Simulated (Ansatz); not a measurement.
A 24-atom cell of (Ti,Zr)B2 started in the AlB2 type structure, site fractions Ti 0.250, Zr 0.750, short-range order 0.00 in the first shell of the mixed sites (0 is random, a negative value favours unlike neighbours), space group Pmmm at the end, an ordered arrangement that its symmetry holds. The mixed sublattice has 8 sites.

The mixing enthalpy is taken against the end members in the AlB2 type type (which need not be the stable form of TiB2 and ZrB2), relaxed in the same cell and mesh.

All values below come from PBE (plane waves to 420 eV, PAW; Ansatz, a first-principles code). Scalar-relativistic, without spin–orbit coupling; the runs are not spin-polarised. Its k-point mesh 6×6×5, Fermi–Dirac width 0.05 eV.

```tsv
cell	energy at zero smearing (eV)
TiB2	-22517.553
ZrB2	-35989.785
TiZr3B8	-32621.100
```

Problem. Work out the mixing enthalpy per mixed site and the interaction parameter Ω of a regular solution.

Solution. With x = 6/8 of the second end member, ΔH = [-32621.100 − 2/8 × (-22517.553) − 6/8 × (-35989.785)] / 8 = 78 meV against the separate end members. Ω = ΔH / x(1 − x) = 418 meV.
